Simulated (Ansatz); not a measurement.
A user runs Ansatz (an electronic-structure program) on Y3As (Pm-3n, 8 atoms in the cell) and asks whether the run is sound. The aim is a self-consistent single point with DFT, PBEsol, plane waves, default PAW files made with PBE.

Input as run:

Ansatz 0.2 input:
```yaml
crystal:
  lattice:
    - [6.216930, 0.000000, 0.000000]
    - [0.000000, 6.216930, 0.000000]
    - [0.000000, 0.000000, 6.216930]
  atoms:
    - { symbol: Y, position: [0.250000, 0.000000, 0.500000] }
    - { symbol: Y, position: [0.750000, 0.000000, 0.500000] }
    - { symbol: Y, position: [0.000000, 0.500000, 0.250000] }
    - { symbol: Y, position: [0.000000, 0.500000, 0.750000] }
    - { symbol: Y, position: [0.500000, 0.250000, 0.000000] }
    - { symbol: Y, position: [0.500000, 0.750000, 0.000000] }
    - { symbol: As, position: [0.000000, 0.000000, 0.000000] }
    - { symbol: As, position: [0.500000, 0.500000, 0.500000] }
basis:
  ecutwfc: 125.0 eV
kpoints:
  mp_grid: { grid: [6, 6, 6] }
hamiltonian:
  xc: pbesol
  pseudopotentials: { kind: paw }
scf:
  occupations: { method: cold, width: 0.272 eV }
output:
  forces: true
  eigenvalues: true
  stress: true
```

Output, abridged:

```
WARN basis.ecutwfc = 125 eV is below the records' recommended cutoff, and the density's cutoff is lower with it unless basis.ecutrho_ratio is high enough to …
   [... lines left out ...]
Pseudopotential: As, paw, valence charge 15
Crystal: 8 atoms, lattice volume = 240.286 Å³
Basis set: ecut = 125 eV, 751 PW (Γ), exchange–correlation on 48×48×48 points (8 copies of the dense FFT grid, shifted against one another)
Bands: 58, of which v1, the nominal top of the filled ones, is band 48 counted from 1 (47 counted from 0)
Symmetry: 48 space group operations
Space group: Pm-3n (ITA 223), of the structure as read, at distance tolerance 6.2e-5 Å
k-points: 20 of 216
PAW frozen core: Y, regenerated for the run's functional, and the local potential with it
PAW frozen core: As, regenerated for the run's functional, and the local potential with it
Initial density: superposition of atomic densities (neutral atoms: chi_scale 0, normalization atom), corrected by the library's trained network
Initial wavefunctions: pseudopotential atomic-orbital guess
Eigensolver: davidson
Functional: x = pbesol(κ = 0.804, μ = 0.12345679012345678), c = pbesol(β = 0.046)
SCF iter   1: F=—  HF=-32274.957053 eV  |F-HF|=—  |Δ(HF+E_count)|=         —  Δρ=1.15e-1  dr2=1.89e1  ethr=1.77e-3  ⟨swp⟩=5.2  Hψ=4474  notcnv=0
all-band conjugate gradients solve this SCF's bands
preconditioner: auto → Kerker (q_TF=auto, 2.341 Å⁻¹)
SCF iter   2: F=—  HF=-32246.413415 eV  |F-HF|=—  |Δ(HF+E_count)|=    2.85e1  S|Δr|=    0.00e0  Δρ=6.38e-2  dr2=7.30e0  ethr=1.77e-3  ⟨swp⟩=3.0  Hψ=3167  notcnv=0  defer=10
   [... lines left out ...]
SCF iter   6: F=—  HF=-32239.236922 eV  |F-HF|=—  |Δ(HF+E_count)|=   2.02e-4  S|Δr|=    0.00e0  Δρ=1.06e-4  dr2=2.99e-5  ethr=1.04e-6  ⟨swp⟩=2.0  Hψ=1388  notcnv=0  defer=5
SCF iter   7: F=—  HF=-32239.231490 eV  |F-HF|=—  |Δ(HF+E_count)|=   5.43e-3  S|Δr|=    0.00e0  Δρ=2.36e-5  dr2=1.44e-6  ethr=3.12e-8  ⟨swp⟩=2.6  Hψ=2046  notcnv=0  defer=5
SCF iter   8: F=-32239.231490 eV  HF=-32239.231490 eV  |F-HF|=6.84e-9  |Δ(HF+E_count)|=   1.42e-7  S|Δr|=    0.00e0  Δρ=3.82e-6  dr2=3.65e-8  ethr=1.04e-10  ⟨swp⟩=8.2  Hψ=4010  notcnv=0
SCF 1 converged in 8 iterations: F = -32239.231490 eV  dr2 = 3.65e-8
Stability not checked (fill_not_monotonic)
Free energy (F): -32239.231490 eV
Internal energy: -32239.311912 eV  (E = F + TS)
E sigma→0 (E₀):  -32239.258297 eV
Entropy (-TS):   0.080423 eV (10.053 meV/atom)
Fermi energy:    9.682393 eV
--- Forces (eV/Å), atoms counted from 1 ---
  atom   1  Y     -0.00000000    -0.00000000     0.00000000
   [... zero for the other atoms too ...]
--- Stress (GPa, compression-positive) ---
       -9.587071      -0.000000       0.000000
       -0.000000      -9.587071       0.000000
        0.000000       0.000000      -9.587071
  P = ⅓ Tr σ = -9.5871 GPa (-95.871 kbar)
  The stress holds the Pulay correction. Without it, at fixed plane waves, as pw.x and ABINIT print it: P = -307.1699 GPa
```

Problem. Can these results be used? Check the input.

Solution. The run is not sound. The fault is a basis or grid far too coarse for these potentials. Far below the cutoff that the potentials were made for, the basis cannot represent the orbitals near the nuclei, and energies, forces and above all the stress go wrong. To fix it, restore the cutoff that the potentials need and check convergence. The run converged in 8 iterations without an error; against the sound input the free energy rises by 19.9 eV/atom and the pressure goes from -6.63 to -9.59 GPa. At a fixed set of plane waves, without the program's Pulay estimate, the pressure is -307.17 GPa against -6.64 GPa.

The sound input it was made from differs as follows (other fixes are possible):
```diff
-  ecutwfc: 125.0 eV
+  ecutwfc: 420.0 eV
```

With that input, the run converged in 7 iterations: free energy E − TS (on the zero of these files) -32398.7690 eV; Fermi level (on the code's own zero) 9.52 eV; pressure -6.63 GPa (DFT, PBEsol, plane waves, default PAW files made with PBE).

On the sound input: the starting cell was generated: these elements placed on a structure prototype, without a prior relaxation; it need not be a known phase or ordering of this composition. With a pressure of about -7 GPa the cell is away from its equilibrium volume at this level. Ansatz's pressure includes its estimate of the finite-basis (Pulay) stress.
